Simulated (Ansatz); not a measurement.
The parent structure is WC (space group P-6m2, No. 187; a = 2.8991 Å, c = 2.8268 Å; relaxed with 0.1 eV smearing). Axes: x lies along a and z along c of the hexagonal cell.

Structures relaxed with Ansatz (a program for electronic structure), PBEsol, PAW, cutoff 420 eV, scalar-relativistic without spin-orbit coupling.

Base:

Simulated powder pattern, Cu Kα, λ = 1.54184 Å (kinematic, ideal powder, no thermal factors, no anomalous dispersion; the 8 strongest lines at most, above 2 %, up to 2θ = 90°):

```csv
2θ (°),I/Imax (%),hkl
31.65,43,(001)
35.76,100,(100)
48.49,96,(101)
64.26,22,(110)
73.41,25,(111)
75.77,12,(200)
77.50,23,(102)
84.43,20,(201)
```

It is then changed as follows: strain tensor (xx, yy, zz, yz, xz, xy) = (+1.59, −0.99, +0.45, +1.15, −0.31, −0.43) %; the atoms relax in the strained cell.

Question: How do the reflections move or split?

Answer: 
Simulated powder pattern, Cu Kα, λ = 1.54184 Å (kinematic, ideal powder, no thermal factors, no anomalous dispersion; the 8 strongest lines at most, above 2 %, up to 2θ = 90°):

| 2θ (°) | I/Imax (%) | hkl |
|---|---|---|
| 31.51 | 100 | (001) |
| 35.29 | 80 | (1 -1 0) |
| 35.56 | 78 | (100) |
| 36.14 | 75 | (010) |
| 47.60 | 39 | (-1 1 1) |
| 48.07 | 38 | (101) |
| 48.10 | 38 | (011) |
| 48.41 | 37 | (1 0 -1) |

The indices refer to the base's conventional cell; one index is shown for lines that coincide. The space group is now P1 (No. 1).

Whether these cells are dynamically stable was not tested. The final runs are not spin-polarised.
